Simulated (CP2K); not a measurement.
Band structure of Al3Ir (P6_3/mmc, 8 atoms in the cell).

```
Al3Ir
1.0
    4.37347     0.00000     0.00000
   -2.18673     3.78753     0.00000
    0.00000     0.00000     7.92811
Al Ir
6 2
Direct
  0.00000   0.00000   0.25000
  0.00000   0.00000   0.75000
  0.33333   0.66667   0.57989
  0.66667   0.33333   0.42011
  0.66667   0.33333   0.07989
  0.33333   0.66667   0.92011
  0.33333   0.66667   0.25000
  0.66667   0.33333   0.75000
```

Method of the run: PBEsol, GPW, TZVP-MOLOPT-SR-GTH basis, GTH-PBE potentials (GTH_POTENTIALS) run with CP2K.

Settings: CUTOFF = 500 Ry; REL_CUTOFF = 50 Ry; SMEAR/METHOD = GAUSSIAN; SIGMA = 0.136 eV; KPOINTS/SCHEME = MONKHORST-PACK 7 7 4; GAMMA_CENTERED = T; XC_FUNCTIONAL = PBE:PBESOL; Al/BASIS_SET = TZVP-MOLOPT-SR-GTH-q3; Al/POTENTIAL = GTH-PBE-q3; Ir/BASIS_SET = TZVP-MOLOPT-SR-GTH-q17; Ir/POTENTIAL = GTH-PBE-q17; METHOD = GPW; EPS_DEFAULT = 1e-10; EXTRAPOLATION = USE_GUESS.

The starting cell comes from a database of computed structures (which also holds hypothetical and non-ambient phases and stackings), without a prior relaxation at this level. Its lattice was rescaled by a random factor within 2.5 % of one. Spin-orbit coupling is off. Spin polarisation is off. Values carry the incompleteness of an atom-centred basis. The potentials were made for another functional than the one used.

Levels in eV from the Fermi level, bands 23 to 28:
```tsv
point	23	24	25	26	27	28
Γ	-0.48	-0.48	0.13	0.68	1.48	1.48
M	-3.18	-3.10	-1.53	-1.50	-0.15	0.91
K	-2.75	-2.31	-2.18	-2.18	-0.21	2.97
A	0.14	0.14	0.14	0.14	0.26	0.26
L	-2.86	-2.86	-2.17	-2.17	0.45	0.45
H	-2.55	-2.55	-2.14	-2.14	0.69	0.69
```

Bands cross the Fermi level along this path, so the cell is metallic at this level.

Higher empty bands are left out: an atom-centred basis made for the valence describes them poorly.
